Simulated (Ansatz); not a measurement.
The parent structure is BN in the zinc blende structure (space group F-43m, No. 216; a = 3.581 Å). Axes: x, y, z lie along the cube axes.

It is then changed as follows: the cell is stretched by 1.50 % along z with no lateral relaxation; the atoms relax in the strained cell.

Computed with LDA in Ansatz (plane waves to 420 eV, PAW, no spin-orbit coupling).

Problem. Give the band edges at the high-symmetry points of the new zone, measured from its valence-band maximum.

Solution. 
```csv
point,valence edge (eV),conduction edge (eV)
Γ,0.00,8.68
X,-5.11,4.24
P,-6.70,9.29
N,-1.91,10.14
M,-4.91,4.50
S,-4.02,7.08
S₀,-4.02,7.08
R,-6.71,9.49
G,-6.71,9.49
```

The gap is 4.24 eV, indirect, Γ → X.

No phonon test of stability was made. k-point labels follow each cell's own Brillouin zone.

Ansatz is a quantum-chemistry and plane-wave program.
